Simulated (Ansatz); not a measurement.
Cells marked so need not be the phases stable at ambient conditions, and some may be hypothetical.

 Where the default PAW files enter, the runs use the earlier of Ansatz's two default sets.

The gap is the functional's own. No spin-orbit coupling. Mid-gap values are interpolated on the energy grid.

A. ScCuO$_{2}$ (R-3m, not sure to be the ambient phase, 4 atoms a cell, 12.8 Å³ an atom), along the normal of (110)
B. HfSO (P2_13, not sure to be the ambient phase, 12 atoms a cell, 15.1 Å³ an atom, 2 GPa at this level), along the normal of (001)
C. Bi2Te2Se (R-3m, not sure to be the ambient phase, 5 atoms a cell, 31.7 Å³ an atom, 2 GPa at this level), along the normal of (001)

### Question
Rank these by mid-gap decay constant of the slowest evanescent state (highest first), as r2SCAN run with Ansatz (a quantum-chemistry and plane-wave program) gives it.

### Answer
B (0.31 1/Å), A (0.27 1/Å), C (0.04 1/Å)
